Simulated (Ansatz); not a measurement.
# NH2 on the (0001) surface of wurtzite GaN (2x2 Ga adatom at T4; a constructed slab, bottom: 3 H on 4 bottom sites), one in a cell of 36 Å², started at the site 'over Ga at depth 1.7 Å'

Host crystal: wurtzite GaN, with a band gap (PBE, scalar-relativistic without spin-orbit coupling).

Calculation: PBE (plane waves to 420 eV, PAW; Ansatz, a first-principles code).

Slab: 47 atoms, 13.9 Å thick at the start with caps and adatoms under the adsorbate (thin: gaps and levels are the slab's own); k 4x4x1, smearing 0.01 eV, dipole-corrected; 23 atoms held, the rest relaxed; no symmetry held; spin-polarised, ending with about 0.9 μB a cell, a value that depends on the mesh; orders that need a larger cell were not tried, no spin-orbit, no U, no dispersion correction. The slab shows no gap over 0.04 eV on its mesh. At the end it is bonded to 2 Ga. In PBE it is, or lies within 0.03 eV of, the lowest of the starts that converged.

```yaml
energy of the end state, in which the adsorbate broke or entered a bond of the host, against NH3(g) − ½ H2(g): -0.71 eV
change_of_the_step_from_the_bottom_to_the_top_vacuum_level_against_the_clean_slab: -1.21 eV
energy_released_by_relaxation: 3.06 eV
height of the binding atom over the mean of the host atoms within 0.3 Å of the top one: 0.041 Å
largest_move_of_a_host_atom: 0.49 Å
caution: the clean host was not checked against rearrangement in a larger or rattled cell
```

A negative adsorption energy means that the adsorbate is more stable on the surface than in its reference.
